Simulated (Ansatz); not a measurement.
An input for Ansatz (LDA) and the part of its output that reports the quasi-harmonic study. Lengths are of the primitive cell. Dynamical quadrupoles are not included in the interpolation of the phonons between the solved wave vectors. The pressure is 15 GPa. The structure is held there; whether it is the stable one at that pressure was not tested.

Ansatz 0.2 input:
```yaml
crystal:
  lattice:
    - [0.0, 2.6695108293, 2.6695108293]
    - [2.6695108293, 0.0, 2.6695108293]
    - [2.6695108293, 2.6695108293, 0.0]
  atoms:
    - { symbol: As, position: [0.25, 0.25, 0.25] }
    - { symbol: Ga, position: [0.0, 0.0, 0.0] }
kpoints:
  mp_grid: { grid: [10, 10, 10] }
hamiltonian:
  xc: lda
  pseudopotentials: { kind: paw }
scf:
  occupations: { method: fixed }
phonons:
  method: dfpt
  qmesh: [5, 5, 5]
  temperatures: { t_max: 1000, t_step: 25 }
  thermal_expansion: { pressure: 15 }
checkpoint:
  write: run
```

```
--- Thermal expansion: 10 cells in 3 rounds, 15 GPa ---
  no lower state was reached at cell 4
  without vibrations: a 3.77525, b 3.77525, c 3.77525 Å, V 38.0471 Å³, B 137.57 GPa
  at 0 K: a 3.77817, b 3.77817, c 3.77817 Å, V 38.1356 Å³, B 136.46 GPa
  zero-point expansion: a +0.078, b +0.078, c +0.078, V +0.233 %
      T/K        a/Å        b/Å        c/Å       V/Å³ | expansion of a, b, c, V (1e-6/K)   | that of V in the mean from 25 °C | C_P, C_V (J/mol K of the cell) | B_T, B_S (GPa)
     0.00    3.77817    3.77817    3.77817    38.1356 |    0.00    0.00    0.00    0.00 |   -2.30 |     0.000     0.000 |   136.46   136.46
   100.00    3.77753    3.77753    3.77753    38.1162 |   -1.78   -1.78   -1.78   -5.34 |   -0.89 |    25.674    25.665 |   135.49   135.54
   200.00    3.77722    3.77722    3.77722    38.1067 |   -0.12   -0.12   -0.12   -0.35 |    0.76 |    40.049    40.049 |   133.84   133.84
   298.15    3.77731    3.77731    3.77731    38.1095 |    0.53    0.53    0.53    1.58 |       - |    44.932    44.930 |   132.11   132.12
   375.00    3.77750    3.77750    3.77750    38.1153 |    0.77    0.77    0.77    2.30 |    1.97 |    46.645    46.639 |   130.75   130.77
   475.00    3.77783    3.77783    3.77783    38.1252 |    0.95    0.95    0.95    2.85 |    2.33 |    47.826    47.814 |   128.98   129.01
   575.00    3.77821    3.77821    3.77821    38.1368 |    1.07    1.07    1.07    3.20 |    2.58 |    48.472    48.455 |   127.22   127.27
   675.00    3.77863    3.77863    3.77863    38.1495 |    1.15    1.15    1.15    3.45 |    2.78 |    48.864    48.841 |   125.47   125.53
   775.00    3.77908    3.77908    3.77908    38.1630 |    1.22    1.22    1.22    3.65 |    2.94 |    49.122    49.092 |   123.74   123.81
   875.00    3.77955    3.77955    3.77955    38.1773 |    1.27    1.27    1.27    3.82 |    3.08 |    49.303    49.267 |   122.02   122.11
   975.00    3.78004    3.78004    3.78004    38.1921 |    1.32    1.32    1.32    3.97 |    3.20 |    49.439    49.396 |   120.31   120.42
  1000.00    3.78017    3.78017    3.78017    38.1960 |    1.34    1.34    1.34    4.01 |    3.23 |    49.468    49.424 |   119.89   120.00
  the static fit leaves 0.001 meV an atom of the energies and, of the stresses, 0.000 GPa of each cell's largest along a strain (root mean squares over the cells), whose Pulay part it has at -0.014 GPa
  vibrations' free energy: its fit passes through its cells
  the electrons' free energy at temperature is in it; its fit leaves 0.0000 meV an atom at the most
  free energies summed between the sampled wave vectors
  estimated error of the fitted expansion in any direction: up to 0.008e-6/K, at 175 K, with few degrees of freedom (an estimate, not a bound: it was exceeded on models of known expansion)
  by sums over the sampled wave vectors an expansion of the volume parts by up to 1.67e-6/K
  by a static energy of one degree less an expansion of the volume parts by up to 0.00e-6/K
  the FFT grids of the static calculations differ: 27 × 27 × 27, 30 × 30 × 30
  band gaps on the cells' k-points are 0.919 to 1.066 eV
```

Warnings of the run: completed_step_reentered, occupations_restored, phonon_interpolation_lacks_quadrupole_term, relax_continuation, seed_accepted, thermal_expansion_settings, resumed_after_interruption.

The crystal is held in this phase throughout; melting and phase transitions are not modelled.

The PAW data sets were generated under PBE and serve the other functionals too.

Ansatz is a quantum-chemistry and plane-wave program.
